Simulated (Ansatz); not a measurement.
LiNO3 (R-3c, No. 167; cell taken from a computed entry), treated with r²SCAN in Ansatz (plane waves, PAW).

Run with plane-wave cutoff 500 eV, 10×10×10 k mesh, Fermi–Dirac smearing 0.05 eV, scalar-relativistic PAW data made under PBE.

Cell (relaxed at this level):

```
CELL_PARAMETERS angstrom
      2.33838     1.35007     4.98549
     -2.33838     1.35007     4.98549
      0.00000    -2.70013     4.98549
ATOMIC_POSITIONS crystal
  Li 0.00000 0.00000 0.00000
  Li 0.50000 0.50000 0.50000
  N  0.25000 0.25000 0.25000
  N  0.75000 0.75000 0.75000
  O  0.51743 0.98257 0.25000
  O  0.48257 0.01743 0.75000
  O  0.25000 0.51743 0.98257
  O  0.75000 0.48257 0.01743
  O  0.98257 0.25000 0.51743
  O  0.01743 0.75000 0.48257
```

Q: Give the computed band gap.

A: 
* **band gap**: 3.67 eV (on the SCF k mesh)

Note: the relaxation could not lower the start's symmetry, so the cell can be a saddle point above a distorted one.

Computed values are for the static lattice.

The result took roughly 3.0 core-minutes.

Ansatz is a first-principles code.
